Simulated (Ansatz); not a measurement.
## SrTaNO2 (Pmc2₁, No. 26, 10 atoms in the cell; start mp-1101327)

The numbers are results of PBEsol (Ansatz, a quantum-chemistry and plane-wave program, PAW), not measurements.

Numerical settings: plane-wave cutoff 520 eV, 8×6×6 k mesh (along the axes of the cell as run), Fermi–Dirac smearing 0.01 eV, scalar-relativistic PAW data made under PBE.

Cell (relaxed at this level):

SrTaNO2 is modelled in the orthorhombic space group Pmc2₁ (No. 26), Pearson symbol oP10. Cell: a = 3.9666 Å, b = 5.7418 Å, c = 5.7403 Å, α = 90.00°, β = 90.00°, γ = 90.00°. Sr on 2b sees 4 O at 2.593–2.689 Å and 4 O at 3.051–3.065 Å and 4 N at 2.838–2.897 Å. Ta on 2a is coordinated by 1 N at 1.904 Å and 1 N at 2.049 Å and 3 O at 2.001–2.008 Å and 1 O at 2.208 Å (octahedral). N on 2a is surrounded by 1 Ta at 1.904 Å and 1 Ta at 2.049 Å and 4 Sr at 2.838–2.897 Å (octahedral). O1 on 2b is coordinated by 2 Ta at 2.001 Å and 2 Sr at 2.688 Å and 2 Sr at 3.054–3.065 Å (octahedral). O2 on 2a has 1 Ta at 2.008 Å and 1 Ta at 2.208 Å and 2 Sr at 2.593 Å and 2 Sr at 3.051 Å. (Neighbours: up to the widest gap in distance over summed covalent radii, below 1.35, at either atom; cation-cation and far metal-metal contacts left out.)

```json
{
  "band_gap": "1.11 eV (on the SCF k mesh)"
}
```

Note: the relaxation could not lower the start's symmetry, so the cell can be a saddle point above a distorted one.

Spin–orbit coupling is not included.

Computed values are for the static lattice.

A start named mp-… is a Materials Project structure, which need not be a measured phase.
